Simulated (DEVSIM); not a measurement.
Structure: abrupt Si n-p junction, at 300 K.

| layer (left to right) | material | thickness (μm) | Nd (cm⁻³) | Na (cm⁻³) | τn (s) | τp (s) |
|---|---|---|---|---|---|---|
| 1 | Si | 11.0 | 3.4e18 | - | 6.3e-7 | 6.3e-7 |
| 2 | Si | 0.760 | - | 5.1e14 | 6.3e-7 | 6.3e-7 |

Left contact: ohmic. Right contact: ohmic. Voltage is applied to the left contact. Recombination: SRH at mid-gap, Auger. Gap narrowing is on: ΔEg = 6.92 meV × (l + √(l² + 0.5)), l = ln(N/1.3e17 cm⁻³), shared equally by both band edges. Mobility is constant in doping. Where it depends on doping, it is μmin + (μ − μmin)/(1 + (N/Nref)^α).

The device is made up for the run: typed textbook-type constants, with dimensions and the other settings drawn at random. Values at 300 K; Nc and Nv go as T^1.5, mobilities as T to minus their exponent, the gap by Varshni's rule with the affinity fixed. The table also holds parameters that only a changed run uses.

```tsv
parameter	Si
gap (eV)	1.124
affinity (eV)	4.05
permittivity	11.7
Nc (cm⁻³)	2.86e19
Nv (cm⁻³)	3.1e19
μn (cm²/Vs)	1417
μp (cm²/Vs)	470
μn,min	52
μp,min	45
Nref,n	9.7e16
Nref,p	2.2e17
αn	0.68
αp	0.72
T exponent of μn	2.3
T exponent of μp	2.2
Cn (cm⁶/s)	2.8e-31
Cp (cm⁶/s)	9.9e-32
Varshni α (eV/K)	0.000473
Varshni β (K)	636
```

Simulated with DEVSIM: 1D drift-diffusion, Boltzmann statistics, complete ionisation; no tunnelling, impact ionisation, image-force lowering or self-heating.

Base results: largest field in the device at zero bias (V/cm) 75000; dark forward voltage at 100 A/cm² (V) 0.586; potential step across the device at zero bias (V) 0.761.

### Question
What follows from this one change: thickness of layer 2 0.76 → 0.27 μm?

### Answer
largest field in the device at zero bias little changed (78000 V/cm); dark forward voltage at 100 A/cm² 0.586 → 0.516 V; potential step across the device at zero bias little changed (0.761 V).

### Question
What follows from this one change: doping Na of layer 2 5.1e+14 → 5.1e+13 cm^-3?

### Answer
largest field in the device at zero bias little changed (75000 V/cm); dark forward voltage at 100 A/cm² 0.586 → 0.539 V; potential step across the device at zero bias 0.761 → 0.702 V.

### Question
What follows from this one change: temperature 300 → 500 K?

### Answer
largest field in the device at zero bias 75000 → 110000 V/cm; dark forward voltage at 100 A/cm² 0.586 → 0.147 V; potential step across the device at zero bias 0.761 → 0.419 V.
